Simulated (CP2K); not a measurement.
Convergence test for K5As2Au (P6_3/mmc, 16 atoms in the cell)

```
K5As2Au
1.0
    5.72640     0.00000     0.00000
   -2.86320     4.95921     0.00000
    0.00000     0.00000    19.28522
K As Au
10 4 2
Cartesian
  0.00000   3.30614  10.59588
  2.86320   1.65307   8.68934
  2.86320   1.65307   0.95327
  0.00000   3.30614  18.33195
  0.00000   0.00000   2.84071
  0.00000   0.00000  16.44451
  0.00000   0.00000  12.48332
  0.00000   0.00000   6.80190
  0.00000   3.30614  14.46392
  2.86320   1.65307   4.82130
  0.00000   3.30614   2.33139
  2.86320   1.65307  16.95383
  2.86320   1.65307  11.97400
  0.00000   3.30614   7.31122
  2.86320   1.65307  14.46392
  0.00000   3.30614   4.82130
```

Level of theory: PBEsol, GPW, DZVP-MOLOPT-SR-GTH basis, GTH-PBE potentials (GTH_POTENTIALS) run with CP2K.

The starting cell comes from a database of computed structures (which also holds hypothetical and non-ambient phases and stackings), without a prior relaxation at this level. Spin-orbit coupling is off. Values carry the incompleteness of an atom-centred basis. The potentials were made for another functional than the one used.

Held fixed: CUTOFF = 500 Ry; REL_CUTOFF = 50 Ry; SMEAR/METHOD = GAUSSIAN; SIGMA = 0.01 eV; XC_FUNCTIONAL = PBE:PBESOL; K/BASIS_SET = DZVP-MOLOPT-SR-GTH; K/POTENTIAL = GTH-PBE-q9; As/BASIS_SET = DZVP-MOLOPT-SR-GTH; As/POTENTIAL = GTH-PBE-q5; Au/BASIS_SET = DZVP-MOLOPT-SR-GTH; Au/POTENTIAL = GTH-PBE-q11; METHOD = GPW; EPS_DEFAULT = 1e-10; NGRIDS = 5; SCF_GUESS = ATOMIC; EPS_SCF = 1e-06; MAX_SCF = 100; ADDED_MOS = 21. Moved along with it: GAMMA_CENTERED.

ΔF is the free energy per atom less that of the last row (MONKHORST-PACK 8 8 2).

The series runs over KPOINTS/SCHEME = default; MONKHORST-PACK 2 2 1; MONKHORST-PACK 3 3 1; MONKHORST-PACK 4 4 1; MONKHORST-PACK 5 5 2; MONKHORST-PACK 6 6 2; MONKHORST-PACK 7 7 2; MONKHORST-PACK 8 8 2.

**Question.** From which setting on does the energy stay within 2 meV/atom of the last one?

**Answer.** From KPOINTS/SCHEME = MONKHORST-PACK 5 5 2 on; the one before it is off by 3.5 meV/atom.

```json
[
 {"KPOINTS/SCHEME": "default", "ΔF (meV/atom)": "153.8", "pressure (GPa)": "-1.58", "largest force (eV/Å)": "0.478", "gap on the mesh (eV)": "–", "k-points": "1", "iterations": "19"},
 {"KPOINTS/SCHEME": "MONKHORST-PACK 2 2 1", "ΔF (meV/atom)": "34.3", "pressure (GPa)": "0.11", "largest force (eV/Å)": "0.383", "gap on the mesh (eV)": "0.375", "k-points": "4", "iterations": "18"},
 {"KPOINTS/SCHEME": "MONKHORST-PACK 3 3 1", "ΔF (meV/atom)": "5.7", "pressure (GPa)": "0.12", "largest force (eV/Å)": "0.364", "gap on the mesh (eV)": "0.415", "k-points": "5", "iterations": "18"},
 {"KPOINTS/SCHEME": "MONKHORST-PACK 4 4 1", "ΔF (meV/atom)": "3.5", "pressure (GPa)": "0.14", "largest force (eV/Å)": "0.362", "gap on the mesh (eV)": "0.419", "k-points": "10", "iterations": "18"},
 {"KPOINTS/SCHEME": "MONKHORST-PACK 5 5 2", "ΔF (meV/atom)": "0.08", "pressure (GPa)": "0.14", "largest force (eV/Å)": "0.343", "gap on the mesh (eV)": "0.424", "k-points": "26", "iterations": "18"},
 {"KPOINTS/SCHEME": "MONKHORST-PACK 6 6 2", "ΔF (meV/atom)": "0.02", "pressure (GPa)": "0.14", "largest force (eV/Å)": "0.343", "gap on the mesh (eV)": "0.428", "k-points": "40", "iterations": "18"},
 {"KPOINTS/SCHEME": "MONKHORST-PACK 7 7 2", "ΔF (meV/atom)": "0.00", "pressure (GPa)": "0.14", "largest force (eV/Å)": "0.343", "gap on the mesh (eV)": "0.424", "k-points": "50", "iterations": "18"},
 {"KPOINTS/SCHEME": "MONKHORST-PACK 8 8 2", "ΔF (meV/atom)": "0.00", "pressure (GPa)": "0.14", "largest force (eV/Å)": "0.343", "gap on the mesh (eV)": "0.426", "k-points": "68", "iterations": "18"}
]
```

Gaps are taken between levels on the mesh.
